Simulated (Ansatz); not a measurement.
Levels about the gap of amorphous In9Ga9Zn9O35F2 (64 atoms in a cell of 844 Å³, 5.60 g/cm³; zone centre alone, so wide bands show as single levels with stretches between that a denser mesh fills), at the geometry that PBE relaxed, where it gives 0.1 GPa on a denser mesh. The participation number counts the atoms over which a state spreads; weights are charges in smoothed Voronoi cells. The levels come from a single point, so bond lengths are those of that geometry. Method of the levels: PBE, scalar-relativistic without spin-orbit coupling (Ansatz, an electronic-structure program). Sampling: the zone centre alone; Fermi-Dirac width 0.02 eV; no spin polarisation.

It comes from a melt-quench run on a machine-learned potential (CHGNet), relaxed afterwards by DFT. O and F atoms were pushed apart under 1.9 Å during the dynamics, to hinder bonds among them. The hot cell started wider than the set density and was brought back towards it in steps. It is the lowest in DFT energy of 2 quenches. It is a model cell: composition and starting density were chosen by hand, and all elements were melted together. No dispersion term was used. Its density started from a set value of 5.84 and ended at 5.60 g/cm³. Cooling (nominally 210 K/ps over its main leg) ran many orders faster than in experiment, which tends to leave more defects and strain. A cell of this size samples the disorder only roughly. Volume and shape were free in the relaxation.

```csv
"E - E(highest filled), eV",filling,participation number,largest on,weight O,weight In,weight Zn,weight Ga
-0.25,filled,11.7,"O, 3 neighbours",0.84,0.02,0.11,0.01
-0.24,filled,6.6,"O, 3 neighbours",0.90,0.02,0.07,0.01
-0.21,filled,19.5,"O, 3 neighbours",0.84,0.03,0.11,0.01
-0.18,filled,13.7,"O, 3 neighbours",0.87,0.02,0.08,0.01
-0.11,filled,14.0,"O, 4 neighbours",0.78,0.02,0.19,0.01
-0.07,filled,4.9,"O, 3 neighbours",0.91,0.02,0.05,0.01
0.00,filled,18.2,"O, 3 neighbours",0.83,0.02,0.14,0.01
0.98,empty,56.4,"In, 5 neighbours",0.48,0.23,0.15,0.11
3.45,empty,33.3,"In, 6 neighbours",0.57,0.31,0.07,0.05
3.73,empty,33.7,"In, 6 neighbours",0.57,0.24,0.09,0.08
3.83,empty,37.9,"In, 6 neighbours",0.57,0.26,0.08,0.08
4.12,empty,40.6,"In, 5 neighbours",0.57,0.21,0.14,0.06
4.30,empty,19.2,"In, 5 neighbours",0.50,0.25,0.13,0.05
4.39,empty,26.3,"In, 5 neighbours",0.55,0.24,0.10,0.08
```

Most localised among these is the filled level at -0.07 eV, on a O atom, which has 3 neighbours (In 2.09 Å, In 2.09 Å, In 2.24 Å).
